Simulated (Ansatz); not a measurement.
**Ca2BeN2 (model structure, started from the Ca2ZnN2 type, I4/mmm, No. 139, 5 atoms in the cell)**

Computed with LDA (Ansatz, a quantum-chemistry and plane-wave program, PAW).

Settings: plane-wave cutoff 520 eV, 14×14×14 k mesh, Fermi–Dirac smearing 0.01 eV, scalar-relativistic PAW data made under PBE.

Cell (relaxed with PBEsol):

```
BeCa2N2
1.0
   -1.75803     1.75803     5.73020
    1.75803    -1.75803     5.73020
    1.75803     1.75803    -5.73020
Ca Be N
2 1 2
Direct
  0.65554   0.65554   0.00000
  0.34446   0.34446   0.00000
  0.00000   0.00000   0.00000
  0.86565   0.86565   0.00000
  0.13435   0.13435   0.00000
```

For Ca2BeN2 (model structure, started from the Ca2ZnN2 type, I4/mmm, No. 139, 5 atoms in the cell), the band gap comes out as 1.02 eV (indirect). The smallest direct gap on the k points sampled is 1.07 eV.

Note: the relaxation could raise the start's symmetry but not lower it, so the cell can be a saddle point; cell and atoms aren't relaxed at this level (largest force component 0.15 eV/Å, pressure -3.6 GPa).

The computed numbers hold no vibrational or temperature effects.

A model structure was made by putting elements into a prototype or built by hand; it is no filed structure, need not be a known phase, and can be a saddle point held by its symmetry.
